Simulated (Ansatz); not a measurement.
**SiC (model structure, within 0.1 Å of Fm-3m, No. 225, 4 atoms in the cell): volume per atom by level of theory**

No measured value is used here.

```
level (code)         value (Å³/atom)
-------------------  ---------------
PBE (Ansatz)                    8.35
PBEsol (Ansatz)                 8.21
PBE-D3(BJ) (Ansatz)             8.10
```

Ansatz's density-functional and Hartree–Fock values are scalar-relativistic unless marked +SOC, with PAW data made under PBE.

A model structure was made by putting elements into a prototype or built by hand; it is no filed structure, need not be a known phase, and can be a saddle point held by its symmetry.

Ansatz is a program for electronic structure.
